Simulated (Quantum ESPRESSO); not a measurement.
Worked example: self-consistent single point of Y3Mg (Pm-3m, 4 atoms in the cell) in Quantum ESPRESSO.

Method of the run: PBEsol, SSSP 1.1.2 efficiency (PBE) pseudopotentials (plane waves; Quantum ESPRESSO 7.5).

```
CELL_PARAMETERS angstrom
      4.88409     0.00000     0.00000
      0.00000     4.88409     0.00000
      0.00000     0.00000     4.88409
ATOMIC_POSITIONS crystal
  Y  0.50000 0.50000 0.00000
  Y  0.00000 0.50000 0.50000
  Y  0.50000 0.00000 0.50000
  Mg 0.00000 0.00000 0.00000
```

Reference input (self-consistent single point, DFT, PBEsol, plane waves, SSSP 1.1.2 efficiency (PBE) pseudopotentials): ecutwfc = 40 Ry; ecutrho = 320 Ry; occupations = smearing; smearing = gauss; degauss = 0.0073499 Ry; input_dft = pbesol; potentials = {Y: Y_pbe_v1.uspp.F.UPF, Mg: Mg.pbe-n-kjpaw_psl.0.3.0.UPF}; K_POINTS = automatic 6 6 6 1 1 1; conv_thr = 1e-10 Ry; mixing_beta = 0.7. This run's input differs from it in these lines:

```diff
@@ -21,3 +21,3 @@
 &electrons
-  conv_thr = 1.0d-10
+  conv_thr = 7.3e-03
   mixing_beta = 0.7
```

The program printed (abridged):

```
     Self-consistent Calculation

     iteration #  1     ecut=    40.00 Ry     beta= 0.70

     Threshold (ethr) on eigenvalues was too large:
     Diagonalizing with lowered threshold

     negative rho (up, down):  1.267E-01 0.000E+00

     total energy              =    -294.60211789 Ry
     estimated scf accuracy    <       0.03049516 Ry

     iteration #  2     ecut=    40.00 Ry     beta= 0.70

     negative rho (up, down):  1.274E-01 0.000E+00

     total energy              =    -294.60653969 Ry
     estimated scf accuracy    <       0.01017790 Ry

     iteration #  3     ecut=    40.00 Ry     beta= 0.70

     negative rho (up, down):  1.279E-01 0.000E+00
     End of self-consistent calculation

     the Fermi energy is     8.6616 ev

!    total energy              =    -294.60840294 Ry
     estimated scf accuracy    <       0.00178630 Ry
     smearing contrib. (-TS)   =      -0.00209375 Ry
     internal energy E=F+TS    =    -294.60630920 Ry

     convergence has been achieved in   3 iterations

     negative rho (up, down):  1.279E-01 0.000E+00

     Forces acting on atoms (cartesian axes, Ry/au):

     atom    1 type  1   force =     0.00000000    0.00000000    0.00000000
   [... zero for the other atoms too ...]

     Total force =     0.000000     Total SCF correction =     0.000000

     negative rho (up, down):  1.279E-01 0.000E+00
          total   stress  (Ry/bohr**3)                   (kbar)     P=       11.56
   0.00007859   0.00000000   0.00000000           11.56        0.00        0.00
   0.00000000   0.00007859   0.00000000            0.00       11.56        0.00
   0.00000000   0.00000000   0.00007859            0.00        0.00       11.56

   JOB DONE.
```

The run converged in 3 iterations. Against the reference run the free energy rises by 3.5 meV/atom and the pressure goes from -0.52 to 1.16 GPa.

The starting cell comes from a database of computed structures (which also holds hypothetical and non-ambient phases and stackings), without a prior relaxation at this level. Its lattice was rescaled by a random factor within 2.5 % of one.
